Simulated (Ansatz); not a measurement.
An Ansatz (an electronic-structure program) run: C with a change (C → Si); Kohn–Sham DFT with the r2SCAN functional, run in Ansatz with PAW and 500 eV plane waves, without spin-orbit coupling.

Input:

Ansatz 0.2 input:
```yaml
crystal:
  lattice:
    - [0, 2.7221446516, 2.7221446516]
    - [2.7221446516, 0, 2.7221446516]
    - [2.7221446516, 2.7221446516, 0]
  atoms:
    - { symbol: Si, position: [0, 0, 0] }
    - { symbol: Si, position: [0.25, 0.25, 0.25] }
basis: { ecutwfc: 500, ecutrho_ratio: 4, xc_grid: 4, fft_grid_basis: typed }
kpoints: { mp_grid: { grid: [10, 10, 10] } }
hamiltonian:
  xc: r2scan
  dispersion: none
  pseudopotentials: { kind: paw }
scf: { occupations: { method: fermi_dirac, width: 0.05 }, convergence: { dr2_threshold: 0.0000000002 } }
output: { forces: true, stress: true }
checkpoint: { write: state.ck, write_every: 1000 }
```

Output (explanatory and most iteration lines left out):

```
Pseudopotential: Si, paw, valence charge 4
Crystal: 2 atoms, lattice volume = 40.343 Å³
Basis set: ecut = 500 eV, 965 PW (Γ), exchange–correlation on 120×120×120 points (64 copies of the dense FFT grid, shifted against one another)
Bands: 8, of which v1, the nominal top of the filled ones, is band 4 counted from 1 (3 counted from 0)
Symmetry: 48 space group operations
Space group: Fd-3m (ITA 227), of the structure as read, at distance tolerance 3.4e-5 Å
k-points: 47 of 1000
Functional: x = r2scan, c = r2scan; τ floored in thin density (d = 2e-4 eV/Å³)
SCF iter   1: F=—  HF=-1278.117780 eV  |F-HF|=—  |Δ(HF+E_count)|=         —  Δρ=3.12e-3  dr2=3.07e-3  dr2_τ=1.21e-2  ethr=1.77e-3  ⟨swp⟩=6.0  Hψ=3449  notcnv=0
SCF iter   2: F=—  HF=-1278.132848 eV  |F-HF|=—  |Δ(HF+E_count)|=   1.51e-2  Δρ=1.82e-3  dr2=9.12e-4  dr2_τ=4.74e-6  ethr=3.83e-5  ⟨swp⟩=2.0  Hψ=1125  notcnv=0
SCF 1 converged in 6 iterations: F = -1278.132813 eV  dr2 = 1.81e-10
SCF converged after 6 iterations
Free energy (F): -1278.132813 eV
Internal energy: -1278.132809 eV  (E = F + TS)
E sigma→0 (E₀):  -1278.132811 eV
Entropy (-TS):   -0.000004 eV (-0.002 meV/atom)
Fermi energy:    6.449337 eV
--- Forces (eV/Å), atoms counted from 1 ---
  atom   1  Si     0.00000000     0.00000000    -0.00000000
  atom   2  Si     0.00000000    -0.00000000     0.00000000
--- Stress (GPa, compression-positive) ---
       -0.002916      -0.000000      -0.000000
       -0.000000      -0.002916      -0.000000
        0.000000       0.000000      -0.002916
  P = ⅓ Tr σ = -0.0029 GPa (-0.029 kbar)
```

No phonon test of stability was made. The cell was made from C by this change: C → Si.
